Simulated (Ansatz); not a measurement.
Take Os in the hcp (Mg type) structure (space group P6_3/mmc, No. 194; a = 2.7543 Å, c = 4.3474 Å; relaxed with 0.1 eV smearing) as the base. Axes: x lies along a and z along c of the hexagonal cell.

Structures relaxed with plane-wave PAW DFT at the PBE level (Ansatz, a quantum-chemistry and plane-wave program, 420 eV), spin-orbit coupling left out.

Base:

Simulated powder pattern, Cu Kα1, λ = 1.54056 Å (kinematic, ideal powder, no thermal factors, no anomalous dispersion; the 14 strongest lines at most, above 2 %, up to 2θ = 90°):

```tsv
2θ (°)	I/Imax (%)	hkl
37.68	24	(100)
41.51	25	(002)
43.23	100	(101)
57.30	15	(102)
68.02	18	(110)
76.92	19	(103)
80.46	2.9	(200)
82.93	22	(112)
84.09	16	(201)
```

Now apply this change: tensile biaxial strain of 1.50 % in the plane normal to [001], as in epitaxy on a mismatched substrate; the out-of-plane cell vector and the atoms relax.

Q: Predict the new powder pattern.

A: 
Simulated powder pattern, Cu Kα1, λ = 1.54056 Å (kinematic, ideal powder, no thermal factors, no anomalous dispersion; the 14 strongest lines at most, above 2 %, up to 2θ = 90°):

```json
[
 {"2θ (°)": "37.10", "d (Å)": "2.421", "I/Imax (%)": "25", "hkl": "(100)"},
 {"2θ (°)": "41.86", "d (Å)": "2.156", "I/Imax (%)": "24", "hkl": "(002)"},
 {"2θ (°)": "42.80", "d (Å)": "2.111", "I/Imax (%)": "100", "hkl": "(101)"},
 {"2θ (°)": "57.16", "d (Å)": "1.610", "I/Imax (%)": "15", "hkl": "(102)"},
 {"2θ (°)": "66.88", "d (Å)": "1.398", "I/Imax (%)": "18", "hkl": "(110)"},
 {"2θ (°)": "77.10", "d (Å)": "1.236", "I/Imax (%)": "19", "hkl": "(103)"},
 {"2θ (°)": "79.03", "d (Å)": "1.211", "I/Imax (%)": "2.9", "hkl": "(200)"},
 {"2θ (°)": "82.10", "d (Å)": "1.173", "I/Imax (%)": "21", "hkl": "(112)"},
 {"2θ (°)": "82.74", "d (Å)": "1.166", "I/Imax (%)": "16", "hkl": "(201)"}
]
```

The indices refer to the base's conventional cell; one index is shown for lines that coincide.

Stability against distortions was not tested. All final runs are without spin polarisation.
